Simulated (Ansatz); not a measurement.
P on the Ag site in fcc Ag (start: the Ag site; 32-site cell, 6×6×6 shifted sampling), host crystal and elements as references (Δμ(Ag) = 0.00 eV, Δμ(P) = 0.00 eV; P taken from its element, since no compound that bounds it was computed at this level; only phases computed here count, gases as isolated molecules at 0 K). All values below come from PBE, PAW (plane waves to 420 eV; Ansatz, a first-principles code). In charge state 0 (not spin-polarised) the formation energy is 0.81 eV. The crystal has 5.60 × 10^22 Ag sites per cm³.

Question: Estimate the equilibrium concentration at 900 K in the dilute limit, leaving out vibrational entropy and degeneracy.

Answer: kT = 0.0776 eV; c = N exp(−E_f / kT) = 5.60 × 10^22 × exp(−10.4) ≈ 2 × 10^18 cm^-3. An error of 0.2 eV in E_f moves this by a factor of 13.
